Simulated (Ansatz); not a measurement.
Model glasses of amorphous SiO2, 71 to 79 atoms (Si24O48 before any change). Each row is one cell at a composition chosen by hand, melted whole on the CHGNet potential with the anions pushed apart under 1.9 Å, quenched within some picoseconds, far faster than a real film, and relaxed with PBE, scalar-relativistic without spin-orbit coupling (plane waves to 420 eV, PAW; Ansatz, a quantum-chemistry and plane-wave program). Each is the lower in DFT energy of 2 quenches. Cycles of charging and discharging were tried on the cells ahead of these points, and a cell that came back lower was taken. The column on the box says what of it was relaxed with the atoms; held means as the quench left it. Cells that kept moments or hold spare charge are left out, and those that charging annealed. So are cells far out in the fitted variable, so that no row sets the line alone.

From the neutral cell one electron is taken away, or one added, and the atoms relax (PBE, the zone centre alone, moment held at 1 μB, uniform background; no image-charge correction, which leaves W too low where the charge is localised). W = E(+1) + E(−1) − 2 E(0) is the cost of moving an electron from one such cell to another; the spacing parts the highest filled and lowest empty level of the neutral cell, which ran without spin polarisation.

Formal charges balance in every cell (each cation at its usual highest valence, Cu and Ag at +1, Sb at +3, H at +1, O at −2, N at −3, F and Cl at −1). R− and R+ are the energies that the atoms' relaxation gave back after the electron was added or removed.

```json
[
 {"cell": "Si24O45N2", "change": "+2 N, −3 O", "box": "shape", "spacing (eV)": "2.96", "R− (eV)": "1.15", "R+ (eV)": "0.68", "spacing − R− − R+ (eV)": "1.13", "W (eV)": "2.18"},
 {"cell": "Si24O53Nb2", "change": "+2 Nb, +5 O", "box": "volume", "spacing (eV)": "3.37", "R− (eV)": "0.66", "R+ (eV)": "0.56", "spacing − R− − R+ (eV)": "2.15", "W (eV)": "3.35"},
 {"cell": "Si24O51Al2", "change": "+2 Al, +3 O", "box": "shape", "spacing (eV)": "4.02", "R− (eV)": "1.25", "R+ (eV)": "0.16", "spacing − R− − R+ (eV)": "2.61", "W (eV)": "3.08"},
 {"cell": "Si24O53P2", "change": "+5 O, +2 P", "box": "held", "spacing (eV)": "4.73", "R− (eV)": "1.14", "R+ (eV)": "0.18", "spacing − R− − R+ (eV)": "3.41", "W (eV)": "3.69"},
 {"cell": "Si24O49Na2", "change": "+2 Na, +1 O", "box": "volume", "spacing (eV)": "4.15", "R− (eV)": "0.02", "R+ (eV)": "0.27", "spacing − R− − R+ (eV)": "3.86", "W (eV)": "withheld"},
 {"cell": "Si24O49Mg", "change": "+1 Mg, +1 O", "box": "shape", "spacing (eV)": "4.54", "R− (eV)": "0.10", "R+ (eV)": "0.16", "spacing − R− − R+ (eV)": "4.28", "W (eV)": "4.80"},
 {"cell": "Si24O45F6", "change": "+6 F, −3 O", "box": "volume", "spacing (eV)": "5.17", "R− (eV)": "0.03", "R+ (eV)": "0.53", "spacing − R− − R+ (eV)": "4.61", "W (eV)": "4.81"}
]
```

Fit a straight line of the last column on the one before it through the 6 full rows, and predict the withheld value for Si24O49Na2.

Means: x = 3.032, y = 3.652. Slope = Σ(Δx Δy) / Σ(Δx²) = 6.5819 / 8.7641 = 0.751; intercept = 3.652 − (0.751) × 3.032 = 1.375 eV; r.m.s. residual 0.225 eV. Prediction: 1.375 + (0.751) × 3.86 = 4.27 eV. The run gave 4.39 eV, a miss of 0.12 eV, within the residual.

What would a slope of 1 with no intercept mean?

That adding and removing an electron at fixed atoms costs just the level spacing, as it does for levels spread over a large cell, so that W follows by bookkeeping. The fit has 0.751 and 1.375 eV; a departure holds the carrier's repulsion on its site, which raises W, and the uncorrected background, which lowers it.
